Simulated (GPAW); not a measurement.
# GPAW run on ScCd3 (P6_3/mmc, 8 atoms in the cell): self-consistent single point

Computed with PBEsol, GPAW PAW datasets PBEsol (made by gpaw-setup) (plane waves; GPAW).

The input file:

```python
from ase import Atoms
from ase.units import GPa
from gpaw import GPAW

atoms = Atoms(['Sc', 'Sc', 'Cd', 'Cd', 'Cd', 'Cd', 'Cd', 'Cd'],
              cell=[[6.295076, 0.000000, 0.000000],
                    [-3.147538, 5.451696, 0.000000],
                    [0.000000, 0.000000, 4.802418]],
              scaled_positions=[[0.333333, 0.666667, 0.250000],
                                [0.666667, 0.333333, 0.750000],
                                [0.834100, 0.668200, 0.250000],
                                [0.165900, 0.331800, 0.750000],
                                [0.165900, 0.834100, 0.750000],
                                [0.834100, 0.165900, 0.250000],
                                [0.331800, 0.165900, 0.250000],
                                [0.668200, 0.834100, 0.750000]],
              pbc=True)

calc = GPAW(mode={'name': 'pw', 'ecut': 850},
            xc='PBEsol',
            kpts={'size': (4, 4, 5), 'gamma': True},
            occupations={'name': 'fermi-dirac', 'width': 0.136},
            nbands=-14,
            convergence={'density': 1e-05},
            symmetry={'symmorphic': False, 'tolerance': 0.0005},
            maxiter=150)

atoms.calc = calc

energy = atoms.get_potential_energy()
print('Energy (eV):', round(energy, 6))
forces = atoms.get_forces()
print('Forces (eV/Ang):')
print(forces.round(5))
stress = atoms.get_stress()
print('Stress (GPa, Voigt):', (stress / GPa).round(4))
```

The program printed (abridged):

```
Input parameters:
  convergence: {density: 1e-05}
  kpts: {gamma: True,
         size: (4, 4, 5)}
  maxiter: 150
  mode: {ecut: 850,
         name: pw}
  nbands: -14
  occupations: {name: fermi-dirac,
                width: 0.136}
  symmetry: {symmorphic: False,
             tolerance: 0.0005}
  xc: PBEsol

species:
  Sc:
    name: Scandium
    Z: 21.0
    valence: 11
    core: 10
    charge: 0.0
    file: Sc.PBEsol.gz

    # Using partial waves for Sc as LCAO basis

  Cd:
    name: Cadmium
    Z: 48.0
    valence: 12
    core: 36
    charge: 0.0
    file: Cd.PBEsol.gz

    # Using partial waves for Cd as LCAO basis

Reference energy: -954142.053352  # eV

Spin-paired calculation

Convergence criteria:
 Maximum [total energy] change in last 3 cyles: 0.0005 eV / valence electron
 Maximum integral of absolute [dens]ity change: 1e-05 electrons / valence electron
 Maximum integral of absolute [eigenst]ate change: 4e-08 eV^2 / valence electron
 Maximum number of scf [iter]ations: 150

Symmetries present (total): 24
Symmetries with fractional translations: 12
80 k-points: 4 x 4 x 5 Monkhorst-Pack grid + [1/8,1/8,0.000000]
12 k-points in the irreducible part of the Brillouin zone
       k-points in crystal coordinates                weights
   0:     0.00000000    0.00000000    0.00000000          1/80
   1:     0.00000000    0.00000000    0.20000000          2/80
   2:     0.00000000    0.00000000    0.40000000          2/80
   [... 7 lines left out ...]
          ...
  11:     0.50000000    0.50000000    0.40000000          6/80

Wave functions: Plane wave expansion
  Cutoff energy: 850.000 eV
  Number of coefficients (min, max): 9245, 9298
  Pulay-stress correction: 0.000000 eV/Ang^3 (de/decut=0.000000)

Occupation numbers: Fermi-Dirac:
  width: 0.1360  # eV

Eigensolver

Densities:
  Coarse grid: 45*45*36 grid
  Fine grid: 90*90*72 grid
  Total Charge: 0.000000

Density mixing:
  Method: separate
  Backend: pulay
  Linear mixing parameter: 0.05
  old densities: 5
  Damping of long wavelength oscillations: 50

Hamiltonian:
  XC and Coulomb potentials evaluated on a 90*90*72 grid
  External potential:
    NoExternalPotential

XC parameters: PBEsol with 2 nearest neighbor stencil

Number of atoms: 8
Number of atomic orbitals: 80
Number of bands in calculation: 61
Number of valence electrons: 94
Bands to converge: occupied

Density initialized from atomic densities
  61 bands from LCAO basis set

Atomic positions and initial magnetic moments

Positions:
   0 Sc    -0.000003    3.634466    1.200605    ( 0.0000,  0.0000,  0.0000)
   1 Sc     3.147541    1.817230    3.601814    ( 0.0000,  0.0000,  0.0000)
   2 Cd     3.147538    3.642823    1.200605    ( 0.0000,  0.0000,  0.0000)
   3 Cd     0.000000    1.808873    3.601814    ( 0.0000,  0.0000,  0.0000)
   4 Cd    -1.581008    4.547260    3.601814    ( 0.0000,  0.0000,  0.0000)
   5 Cd     4.728546    0.904436    1.200605    ( 0.0000,  0.0000,  0.0000)
   6 Cd     1.566530    0.904436    1.200605    ( 0.0000,  0.0000,  0.0000)
   7 Cd     1.581008    4.547260    3.601814    ( 0.0000,  0.0000,  0.0000)

Unit cell:
           periodic     x           y           z      points  spacing
  1. axis:    yes    6.295076    0.000000    0.000000    45     0.1211
  2. axis:    yes   -3.147538    5.451696    0.000000    45     0.1211
  3. axis:    yes    0.000000    0.000000    4.802418    36     0.1334

  Lengths:   6.295076   6.295076   4.802418
  Angles:   90.000000  90.000000 119.999999

Effective grid spacing dv^(1/3) = 0.1312

     iter     time        total  log10-change:
                         energy   eigst   dens
iter:   1 --:--:--   -21.797236
iter:   2 --:--:--   -21.576255   -0.40  -1.42
iter:   3 --:--:--   -20.712155   -0.89  -1.45
iter:   4 --:--:--   -20.654313   -1.42  -1.61
iter:   5 --:--:--   -20.687081   -1.60  -1.73
iter:   6 --:--:--   -20.649731c  -2.50  -2.15
iter:   7 --:--:--   -20.555566   -2.20  -2.20
iter:   8 --:--:--   -20.560205   -3.06  -2.80
iter:   9 --:--:--   -20.554076c  -3.90  -2.65
iter:  10 --:--:--   -20.551827c  -3.98  -2.87
iter:  11 --:--:--   -20.549576c  -3.97  -3.07
iter:  12 --:--:--   -20.549570c  -4.80  -3.77
iter:  13 --:--:--   -20.549498c  -5.64  -3.74
iter:  14 --:--:--   -20.549474c  -6.20  -3.80
   [... 4 lines left out ...]
iter:  19 --:--:--   -20.549360c  -6.73  -4.32
iter:  20 --:--:--   -20.549389c  -6.70  -4.42
iter:  21 --:--:--   -20.549386c  -7.08  -4.64
iter:  22 --:--:--   -20.549393c  -6.95  -4.67
iter:  23 --:--:--   -20.549387c  -7.20  -4.52
iter:  24 --:--:--   -20.549387c  -7.98c -4.83
iter:  25 --:--:--   -20.549390c  -8.25c -4.90
iter:  26 --:--:--   -20.549393c  -7.40c -5.00
iter:  27 --:--:--   -20.549394c  -8.67c -5.39c

Converged after 27 iterations.

Dipole moment: (0.000000, -0.000000, 0.000000) |e|*Ang

Energy contributions relative to reference atoms: (reference = -954142.053352)

Kinetic:        +14.339565
Potential:       -5.044776
External:        +0.000000
XC:             -30.782944
Entropy (-ST):   -0.303151
Local:           +1.090338
SIC:             +0.000000
--------------------------
Free energy:    -20.700969
Extrapolated:   -20.549394

Showing only first 2 kpts
 Kpt  Band  Eigenvalues  Occupancy
  0    45      6.32676    1.99995
  0    46      8.57900    0.00522
  0    47      8.57903    0.00522
  0    48      8.60440    0.00433

  1    45      6.12085    1.99999
  1    46      7.95906    0.39943
  1    47      7.95909    0.39935
  1    48      8.05324    0.22199

Fermi level: 7.77027

No gap
No difference between direct/indirect transitions
Energy (eV): -20.549394

Forces in eV/Ang:
  0 Sc    0.00000   -0.00000   -0.00000
  1 Sc    0.00000   -0.00000   -0.00000
  2 Cd   -0.00000   -0.01992   -0.00000
  3 Cd   -0.00000    0.01992   -0.00000
  4 Cd    0.01725   -0.00996   -0.00000
  5 Cd   -0.01725    0.00996    0.00000
  6 Cd    0.01725    0.00996   -0.00000
  7 Cd   -0.01725   -0.00996   -0.00000

Stress tensor:
     0.007258     0.000000     0.000000
     0.000000     0.007258     0.000000
     0.000000    -0.000000     0.002368
Stress (GPa, Voigt): [1.1628 1.1628 0.3794 0.     0.     0.    ]
```

The run converged in 27 iterations. GPAW prints stress with tension positive.

The starting cell comes from a database of computed structures (which also holds hypothetical and non-ambient phases and stackings), without a prior relaxation at this level. Its lattice was rescaled by a random factor within 2.5 % of one.

Cost on one core of a shared machine: roughly 9 min.
